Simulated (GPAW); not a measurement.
Input and output of a self-consistent single point for NaPt (P1, 2 atoms in the cell) (GPAW).

Method: PBEsol, GPAW PAW datasets PBEsol (made by gpaw-setup) (plane waves; GPAW).

The change in words: lattice scaled by 0.98. Reference geometry:
```xyz
2
Lattice="2.8510 0.0000 0.0000 -1.4255 2.4690 0.0000 0.0000 0.0000 4.8898" Properties=species:S:1:pos:R:3 pbc="T T T"
Na     1.3681     0.9046     2.4435
Pt     0.0574     1.5644     0.0014
```

Reference input (self-consistent single point, DFT PBEsol, plane waves, GPAW PAW datasets PBEsol (made by gpaw-setup)): mode = pw; ecut = 850 eV; xc = PBEsol; kpts = 11 11 6; mesh shift (steps) = 0 0 0; occupations.name = methfessel-paxton; occupations.width = 0.05 eV; occupations.order = 0; nbands = -10; convergence.density = 1e-05 e/electron; symmetry.symmorphic = false; symmetry.tolerance = 0.0005. This run's input differs from it in these lines:

```diff
@@ -5,5 +5,5 @@
 atoms = Atoms(['Na', 'Pt'],
-              cell=[[2.850970, 0.000000, 0.000000],
-                    [-1.425485, 2.469012, 0.000000],
-                    [0.000000, 0.000000, 4.889830]],
+              cell=[[2.793951, 0.000000, 0.000000],
+                    [-1.396975, 2.419632, 0.000000],
+                    [0.000000, 0.000000, 4.792033]],
               scaled_positions=[[0.663059, 0.366394, 0.499714],
```

Output (repeated stretches shortened):

```
     iter     time        total  log10-change:
                         energy   eigst   dens
iter:   1 --:--:--    -9.613010
iter:   2 --:--:--    -9.415787   -2.06  -1.34
iter:   3 --:--:--    -9.054793   -1.79  -1.39
iter:   4 --:--:--    -8.971706   -3.31  -1.79
iter:   5 --:--:--    -8.923445   -2.74  -1.81
iter:   6 --:--:--    -8.907232   -3.63  -2.07
iter:   7 --:--:--    -8.907297   -4.21  -2.34
iter:   8 --:--:--    -8.906704c  -3.52  -2.45
iter:   9 --:--:--    -8.906775c  -4.99  -3.27
iter:  10 --:--:--    -8.906610c  -5.27  -3.20
iter:  11 --:--:--    -8.906530c  -6.20  -3.21
iter:  12 --:--:--    -8.906541c  -6.42  -3.35
iter:  13 --:--:--    -8.906492c  -4.66  -3.29
iter:  14 --:--:--    -8.906493c  -6.12  -4.30
iter:  15 --:--:--    -8.906493c  -7.42c -4.31
iter:  16 --:--:--    -8.906490c  -7.82c -4.32
iter:  17 --:--:--    -8.906487c  -7.36  -4.34
iter:  18 --:--:--    -8.906487c  -7.96c -4.64
iter:  19 --:--:--    -8.906487c  -9.13c -4.63
iter:  20 --:--:--    -8.906487c  -8.98c -4.66
iter:  21 --:--:--    -8.906487c  -9.29c -4.66
iter:  22 --:--:--    -8.906487c  -8.79c -4.71
iter:  23 --:--:--    -8.906488c  -9.40c -4.78
iter:  24 --:--:--    -8.906487c  -8.84c -4.83
iter:  25 --:--:--    -8.906487c -10.07c -5.09c
Converged after 25 iterations.

Dipole moment: (-2.156534, 1.054483, -0.040744) |e|*Ang

Energy contributions relative to reference atoms: (reference = -504643.573522)

Kinetic:         -7.055707
Potential:       +6.520474
External:        +0.000000
XC:              -7.796915
Entropy (-ST):   -0.001305
Local:           -0.573687
SIC:             +0.000000
--------------------------
Free energy:     -8.907139
Extrapolated:    -8.906487

Showing only first 2 kpts
 Kpt  Band  Eigenvalues  Occupancy
  0     9      3.93764    2.00000
  0    10      5.98059    2.00000
  0    11      6.00705    2.00000
  0    12      7.20817    0.00000

  1     9      3.93757    2.00000
  1    10      5.97958    2.00000
  1    11      6.00243    2.00000
  1    12      6.25179    2.00000

Fermi level: 6.67360

No gap
No difference between direct/indirect transitions
Energy (eV): -8.906487

Forces in eV/Ang:
  0 Na    0.12417   -0.11348    0.01515
  1 Pt   -0.12422    0.11355   -0.01478

Stress tensor:
    -0.012979     0.004552    -0.000078
     0.004552     0.001759     0.000071
    -0.000078     0.000071    -0.019866
Stress (GPa, Voigt): [-2.0795  0.2818 -3.1829  0.0113 -0.0124  0.7293]
```

The run converged in 25 iterations. GPAW prints stress with tension positive. Against the reference run the free energy drops by 9.1 meV/atom, the pressure goes from -4.15 to 1.66 GPa and the largest force goes from 0.146 to 0.169 eV/Å.

The starting cell comes from a database of computed structures (which also holds hypothetical and non-ambient phases and stackings), without a prior relaxation at this level. Its atoms were displaced at random from the sites of space group no. 187. For this run, on top of that: lattice scaled by 0.98. Spin polarisation is off.

Cost on one core of a shared machine: roughly 4 min.
